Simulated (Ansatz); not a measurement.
Base system: SiO₂ in the rutile structure (space group P4_2/mnm, No. 136; a = 4.236 Å, c = 2.690 Å). Axes: x, y, z lie along a, b, c of the conventional cell.

(Cell as relaxed with PBE.)

Levels (all Ansatz, an electronic-structure program, PAW, earlier PAW set): PBE (420 eV, no SOC); r2SCAN (500 eV, no spin-orbit coupling).

Each level relaxes its own structure.

| base | PBE | r2SCAN |
|---|---|---|
| volume per atom | 8.04 Å³ | 7.79 Å³ |
| lattice parameter a | 4.236 Å | 4.185 Å |
| band gap | 5.05 eV | 6.53 eV |

Perturbation: biaxial strain +4.55 %, plane normal [001], relaxed out of plane (Cartesian); in-plane vectors clamped, the third vector and the atoms free.

```json
[
 {"quantity": "valence-band top at Γ (three highest levels, from the VBM)", "PBE": "0.00, -0.74, -0.74 eV", "r2SCAN": "0.00, -0.77, -0.77 eV"},
 {"quantity": "pressure (mean of the normal stresses, compression positive)", "PBE": "-9.36 GPa", "r2SCAN": "-11.72 GPa"},
 {"quantity": "band gap", "PBE": "4.53 eV", "r2SCAN": "5.88 eV"}
]
```

PBE's pressure lies 2.36 GPa above r2SCAN's; PBE's band gap lies 1.35 eV below r2SCAN's. Neither level is exact; r2SCAN is the comparison here, not a measurement.

Stability against distortions was not tested.
